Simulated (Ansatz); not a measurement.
```xyz
92
Lattice="7.0364 0.0000 0.1012 0.0001 8.1256 0.0009 -0.4866 -0.5044 26.6934" Properties=species:S:1:pos:R:3 pbc="T T T"
As     2.3927     7.6245     1.4354
As     2.5638     3.5821     1.6357
As     6.1146     5.7890     1.8788
As     6.1240     1.6843     1.6132
As     4.7935     3.6653     5.0323
As     4.7583     7.7775     4.9015
As     1.2660     1.5889     4.9251
As     1.2841     5.6756     4.9690
As     7.0307     7.7105     8.3761
As     7.1251     3.6339     8.4450
As     3.5668     5.7378     8.2017
As     3.5704     1.6350     8.2473
As     2.5420     3.6852    11.3621
As     2.2718     7.7743    11.5966
As     5.7940     1.6273    11.8551
As     5.7230     5.6523    11.7896
Ga     3.8493     5.6202     1.0577
Ga     3.7698     1.5058     0.9050
Ga     7.2789     3.8400     0.9504
Ga     6.9795     7.6603     0.4521
Ga     5.9897     1.6823     4.1308
Ga     5.9773     5.7117     4.3132
Ga     2.4128     7.6853     4.0196
Ga     2.4565     3.6285     4.1701
Ga     1.2091     5.6844     7.4723
Ga     1.2086     1.6001     7.4536
Ga     4.7912     3.6707     7.5376
Ga     4.7521     7.7630     7.3980
Ga     3.6045     1.5237    10.7176
Ga     3.5867     5.8436    10.6600
Ga    -0.0681     7.6750    10.8330
Ga    -0.0198     3.6766    10.9494
Hf     1.9099     4.4599    14.6049
Hf     5.7199     0.3142    14.4613
Hf     1.9065    -0.0836    14.3916
Hf     5.4179     3.9899    14.2670
Hf     0.0940     6.1095    17.1628
Hf     3.6364     2.0413    17.1503
Hf     3.8205     6.6657    16.6383
Hf     0.2518     2.5746    16.7467
O      2.1892     3.1797    16.0715
O      5.7470     7.3399    16.2315
O      0.1538     7.3190    13.7212
O      3.2057     3.7896    13.1870
O      4.0823     5.0730    15.3584
O      0.5188     1.2573    15.2275
O      0.3220     3.9271    13.5395
O      3.9506    -0.5141    14.1301
O      2.9645     0.4060    16.1617
O     -0.2657     4.4202    15.8642
O      1.7441     6.3080    15.5977
O      5.0803     2.2749    15.4737
Hf     2.0261     4.6194    19.6955
Hf     5.5119     0.5450    19.7555
Hf     1.8549     0.1021    19.2738
Hf     5.3233     4.1494    19.3315
Hf    -0.0677     6.1199    22.1420
Hf     3.5562     2.0355    22.2618
Hf     3.6413     6.6868    21.9482
Hf     0.1743     2.6147    21.8277
O      2.0949     3.1238    21.1030
O      5.5623     7.1468    21.1382
O      1.6068     1.6719    18.0622
O      5.1640     5.6473    18.0133
O     -0.0755     7.6141    18.5989
O      3.4201     3.5746    18.6041
O      3.9146     5.1590    20.5645
O      0.3853     1.0802    20.5159
O      0.4137     4.3466    18.3234
O      3.9438     0.3196    18.4145
O      3.2917     0.3610    20.8477
O     -0.2306     4.4239    20.7617
O      1.6658     6.3894    21.0106
O      5.1714     2.3370    20.9318
O      2.1860     6.3687    18.2145
O      5.6676     2.3011    18.2026
Hf     1.8621     4.5791    24.7014
Hf     5.5830     0.5055    24.8016
Hf     1.7974     0.2576    24.5166
Hf     5.2476     4.2012    24.5515
O      1.6109     1.5171    23.0089
O      5.0561     5.6010    23.1819
O     -0.1663     7.5904    23.5656
O      3.2398     3.5339    23.6860
O      3.6909     4.7577    25.8129
O      0.3105     1.2054    25.4135
O      0.4128     4.3654    23.2159
O      4.0010     0.2286    23.2765
O      3.4943     0.7885    25.6593
O     -0.0540     4.1124    25.6849
O      2.1890     6.3651    23.8157
O      5.5738     2.3651    23.5982
```

The first 32 atoms are the substrate (GaAs-zb), the rest the film (HfO2-m).

Methods: PBE (plane waves to 420 eV, PAW; Ansatz, a quantum-chemistry and plane-wave program); HSE06 (plane waves to 420 eV, PAW; Ansatz). Geometries and values that name no level are of the first. Scalar-relativistic, without spin–orbit coupling; PBE gaps are too small against experiment. Its k-point mesh 3×3×1, Fermi–Dirac width 0.05 eV. HSE06 ran on meshes of its own (6×6×6, 3×3×3); its edges and gaps are taken over the mesh and over extra points off it, mostly where PBE has its edges.

Task: Describe the bonding at the interfaces and give the band alignment.

Result: A periodic stack without vacuum, monoclinic HfO2 (0 1 0) on zinc-blende GaAs (1 1 1), 8 anions of the cut taken off so that formal charges cancel (film strained to the substrate, started from cuts of the bulks and a machine-learned relaxation; slabs As16Ga16 and Hf20O40, which can lie off the formulas): substrate slab As16Ga16, film Hf20O40, surface cells [[-2, 1], [0, -2]] and [[1, 1], [-1, 1]], film strained by +0.2 and +4.8 %, outermost planes Ga/As and O/O as cut, which need not be the usual terminations and can put a slab off its formula.
interface area: 57.2 Å²
period: 26.70 Å
heights between the nearest atoms of the two slabs at the two interfaces: 1.37 and 1.29 Å
As–Hf contacts across the interfaces within 1.22 times the sum of covalent radii: 6, mean 3.19 Å
Ga–Hf contacts across the interfaces within 1.22 times the sum of covalent radii: 5, mean 3.41 Å
Ga–O contacts across the interfaces within 1.22 times the sum of covalent radii: 3, mean 1.99 Å
As–O contacts across the interfaces within 1.22 times the sum of covalent radii: 1, mean 1.94 Å
PBE gap of the stack on the mesh, by band count: 0.63 eV
two interfaces: unlike, so that offsets are their mean
valence offset, film less substrate (PBE, at the middle of a substrate layer that carries a field): -2.57 eV
conduction offset (PBE, at the middle of a substrate layer that carries a field): +1.40 eV
valence offset, film less substrate (HSE06 edges on the PBE line-up, at the middle of a substrate layer that carries a field): -3.23 eV
conduction offset (HSE06 edges on the PBE line-up, at the middle of a substrate layer that carries a field): +1.48 eV
spin-polarised check at this geometry: falls back to no moment
slope of the mean potential energy in the substrate: +5.8 MV/cm × e
